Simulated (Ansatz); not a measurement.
## Smallest direct gap on the k points sampled of BeS (model structure, started from the NiAs type, P6₃/mmc, No. 194, 4 atoms in the cell) at several levels of theory

No measured value is used here.

| level (code) | value (eV) | cell (Å³/atom) |
|---|---|---|
| LDA (Ansatz) | 3.41 | 11.79 |
| PBEsol (Ansatz) | 3.40 | 12.06 |
| r²SCAN (Ansatz) | 4.04 | 12.39 |
| r²SCAN+rVV10 (Ansatz) | 4.04 | 12.32 |
| G0W0@PBEsol (Ansatz) | [?] | 12.06 |

**Question.** Complete the blanks.

**Answer.** 
- G0W0@PBEsol (Ansatz, a program for electronic structure), value (eV): 4.49

At these levels the smallest gap is indirect and lower: LDA 1.41, PBEsol 1.39, r²SCAN 1.81, r²SCAN+rVV10 1.79, G0W0@PBEsol 2.36 eV. Computed values are for a static lattice.  Values are at the level's own relaxed cell; G0W0@PBEsol at the PBEsol cell. Cutoffs differ between the levels. Ansatz's density-functional and Hartree–Fock values are scalar-relativistic unless marked +SOC, with PAW data made under PBE.

A model structure was made by putting elements into a prototype or built by hand; it is no filed structure, need not be a known phase, and can be a saddle point held by its symmetry.
